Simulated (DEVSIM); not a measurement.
System: Schottky contact on p-type Si, at 300 K.

| layer (left to right) | material | thickness (μm) | Na (cm⁻³) | τn (s) | τp (s) |
|---|---|---|---|---|---|
| 1 | Si | 17.0 | 1.2e17 | 7.1e-6 | 7.1e-6 |
| 2 | Si | 38.0 | 2.9e18 | 7.1e-6 | 7.1e-6 |

Left contact: Schottky, work function 4.354 eV, emission velocity 1.1e7 cm/s. Right contact: ohmic. Voltage is applied to the left contact. Recombination: SRH at mid-gap, radiative, Auger. Mobility is constant in doping.

Constants are typed, rounded textbook-type inputs, not results; the design itself was drawn at random and stands for no fabricated device. Values at 300 K.

```tsv
parameter	Si
gap (eV)	1.124
affinity (eV)	4.05
permittivity	11.7
Nc (cm⁻³)	2.86e19
Nv (cm⁻³)	3.1e19
μn (cm²/Vs)	1417
μp (cm²/Vs)	470
B (cm³/s)	4.7e-15
Cn (cm⁶/s)	2.8e-31
Cp (cm⁶/s)	9.9e-32
```

DEVSIM, 1D drift-diffusion, Boltzmann statistics, complete ionisation; no tunnelling, impact ionisation, image-force lowering or self-heating. Metal contacts follow the ideal Schottky-Mott rule: no Fermi-level pinning, no interface dipoles.

Q: Tabulate band edges, carrier densities and field at zero bias.

A: Energies count from the Fermi level of the right contact; mesh points crowd at the junctions.

| x (μm) | Ec (eV) | Ev (eV) | n (cm⁻³) | p (cm⁻³) | field (V/cm) |
|---|---|---|---|---|---|
| 0.000 | 0.304 | -0.820 | 2.2e14 | 520000 | 150000 |
| 0.04817 | 0.837 | -0.287 | 250000 | 4.7e14 | 66000 |
| 0.1927 | 0.980 | -0.144 | 970 | 1.2e17 | ≈ 0 |
| 0.6266 | 0.980 | -0.144 | 970 | 1.2e17 | ≈ 0 |
| 2.680 | 0.980 | -0.144 | 970 | 1.2e17 | ≈ 0 |
| 8.093 | 0.980 | -0.144 | 970 | 1.2e17 | ≈ 0 |
| 13.94 | 0.980 | -0.144 | 970 | 1.2e17 | ≈ 0 |
| 16.31 | 0.980 | -0.144 | 970 | 1.2e17 | ≈ 0 |
| 16.79 | 0.980 | -0.144 | 970 | 1.2e17 | ≈ 0 |
| 16.95 | 0.981 | -0.143 | 950 | 1.2e17 | 340 |
| 17.00 | 1.026 | -0.098 | 170 | 7.0e17 | 55000 |
| 17.07 | 1.063 | -0.061 | < 1e2 | 2.9e18 | ≈ 0 |
| 17.24 | 1.063 | -0.061 | < 1e2 | 2.9e18 | ≈ 0 |
| 17.78 | 1.063 | -0.061 | < 1e2 | 2.9e18 | ≈ 0 |
| 20.45 | 1.063 | -0.061 | < 1e2 | 2.9e18 | ≈ 0 |
| 27.42 | 1.063 | -0.061 | < 1e2 | 2.9e18 | ≈ 0 |
| 43.36 | 1.063 | -0.061 | < 1e2 | 2.9e18 | ≈ 0 |
| 51.15 | 1.063 | -0.061 | < 1e2 | 2.9e18 | ≈ 0 |
| 54.09 | 1.063 | -0.061 | < 1e2 | 2.9e18 | ≈ 0 |
| 54.71 | 1.063 | -0.061 | < 1e2 | 2.9e18 | ≈ 0 |
| 54.92 | 1.063 | -0.061 | < 1e2 | 2.9e18 | ≈ 0 |
| 55.00 | 1.063 | -0.061 | < 1e2 | 2.9e18 | ≈ 0 |
